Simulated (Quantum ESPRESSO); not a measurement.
A self-consistent single point of LaCu3Ni2 (P6/mmm, 6 atoms in the cell) with Quantum ESPRESSO.

Method: LDA (PZ), GBRV 1.5 ultrasoft (LDA) pseudopotentials (plane waves; Quantum ESPRESSO).

The change in words: lattice scaled by 0.98. Reference geometry:
```
LaCu3Ni2
1.0
    4.99216     0.00000     0.00000
   -2.49608     4.32334     0.00000
    0.00000     0.00000     4.03293
La Cu Ni
1 3 2
Cartesian
  0.00000   0.00000   0.00000
  2.49608   0.00000   2.01646
  1.24804   2.16167   2.01646
 -1.24804   2.16167   2.01646
  0.00000   2.88223   0.00000
  2.49608   1.44111   0.00000
```

Reference input (self-consistent single point, DFT, LDA (PZ), plane waves, GBRV 1.5 ultrasoft (LDA) pseudopotentials): ecutwfc = 50 Ry; ecutrho = 400 Ry; occupations = smearing; smearing = fermi-dirac; degauss = 0.0073499 Ry; potentials = {La: la_lda_v1.uspp.F.UPF, Cu: cu_lda_v1.2.uspp.F.UPF, Ni: ni_lda_v1.4.uspp.F.UPF}; K_POINTS = automatic 7 7 8 0 0 0; conv_thr = 1e-10 Ry; mixing_beta = 0.7. This run's input differs from it in these lines:

```diff
@@ -10,4 +10,4 @@
   ibrav = 4
-  celldm(1) = 9.43382086
-  celldm(3) = 0.8078520252
+  celldm(1) = 9.24514447
+  celldm(3) = 0.8078519369
   nat = 6
@@ -30,5 +30,5 @@
 La    0.00000000    0.00000000    0.00000000
-Cu    0.50000000    0.00000000    0.40392601
-Cu    0.25000000    0.43301270    0.40392601
-Cu   -0.25000000    0.43301270    0.40392601
+Cu    0.50000000    0.00000000    0.40392597
+Cu    0.25000000    0.43301270    0.40392597
+Cu   -0.25000000    0.43301270    0.40392597
 Ni    0.00000000    0.57735027    0.00000000
```

Output, abridged:

```
     Self-consistent Calculation

     iteration #  1     ecut=    50.00 Ry     beta= 0.70

     total energy              =   -1734.91713091 Ry
     estimated scf accuracy    <     326.85715042 Ry

     iteration #  2     ecut=    50.00 Ry     beta= 0.70

     total energy              =   -2044.15099891 Ry
     estimated scf accuracy    <     485.52639575 Ry

     iteration #  3     ecut=    50.00 Ry     beta= 0.70

     total energy              =   -2028.19308884 Ry
     estimated scf accuracy    <     144.00984926 Ry

   [... 32 blocks of this kind left out ...]

     iteration # 36     ecut=    50.00 Ry     beta= 0.70
     c_bands:  1 eigenvalues not converged

     negative rho (up, down):  5.699E-02 0.000E+00

     total energy              =   -1999.36457593 Ry
     estimated scf accuracy    <          1.7E-09 Ry

     iteration # 37     ecut=    50.00 Ry     beta= 0.70

     negative rho (up, down):  5.699E-02 0.000E+00
     End of self-consistent calculation

   [... 5 lines left out ...]

   [... 5 lines left out ...]

     the Fermi energy is    16.7375 ev

!    total energy              =   -1999.36457593 Ry
     estimated scf accuracy    <          9.5E-11 Ry
     smearing contrib. (-TS)   =      -0.00504549 Ry
     internal energy E=F+TS    =   -1999.35953044 Ry

     convergence has been achieved in  37 iterations

     negative rho (up, down):  5.699E-02 0.000E+00

     Forces acting on atoms (cartesian axes, Ry/au):

     atom    1 type  1   force =     0.00000000    0.00000000   -0.00000000
   [... zero for the other atoms too ...]

     Total force =     0.000000     Total SCF correction =     0.000000

     negative rho (up, down):  5.699E-02 0.000E+00
          total   stress  (Ry/bohr**3)                   (kbar)     P=       20.45
   0.00012243  -0.00000000   0.00000000           18.01       -0.00        0.00
  -0.00000000   0.00012243   0.00000000           -0.00       18.01        0.00
   0.00000000   0.00000000   0.00017218            0.00        0.00       25.33

   JOB DONE.
```

The run converged in 37 iterations. Against the reference run the free energy drops by 9.2 meV/atom and the pressure goes from -6.30 to 2.04 GPa.

The starting cell comes from a database of computed structures (which also holds hypothetical and non-ambient phases and stackings), without a prior relaxation at this level. Its lattice was rescaled by a random factor within 2.5 % of one. For this run, on top of that: lattice scaled by 0.98. Spin polarisation is off.

Cost on one core of a shared machine: roughly 9 min.
